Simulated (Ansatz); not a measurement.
**Effect of isotropic strain +0.50 % on BP**

Base system: BP in the zinc blende structure (space group F-43m, No. 216; a = 4.491 Å).

Modification: the cell is scaled by 1.0050 in all directions; the atoms relax in the strained cell.

Method: plane-wave PAW DFT at the LDA level (Ansatz, a quantum-chemistry and plane-wave program, 420 eV), no spin-orbit coupling. Settings: 13×13×13 k-points, 0.05 eV Fermi–Dirac smearing.

Volume per atom: 11.49 Å³ (base 11.32 Å³)
Space group: F-43m (No. 216) (base F-43m (No. 216))
Shortest interatomic distance: 1.954 Å (base 1.944 Å)
Energy relative to the base (free energy F): +1.4 meV/atom
Pressure: -2.56 GPa (base -0.01 GPa)
Band gap: 1.16 eV (base 1.14 eV)
Gap character: indirect, Γ → Γ–X (83 % along) (base indirect, Γ → Γ–X (83 % along))
Width of the top valence band: 5.58 eV (base 5.67 eV)
Electron mass: 1.3 mₑ along k, 0.22 mₑ across (off the special points) (base 1.3 mₑ along k, 0.22 mₑ across (off the special points))

Cost of the whole job for the changed cell (relaxation, final SCF and bands): around 5 core-seconds (rough).

Effective masses come from finite differences of ±0.01 Å⁻¹. Along k means along the line from Γ to the band edge. Whether these cells are dynamically stable was not tested.
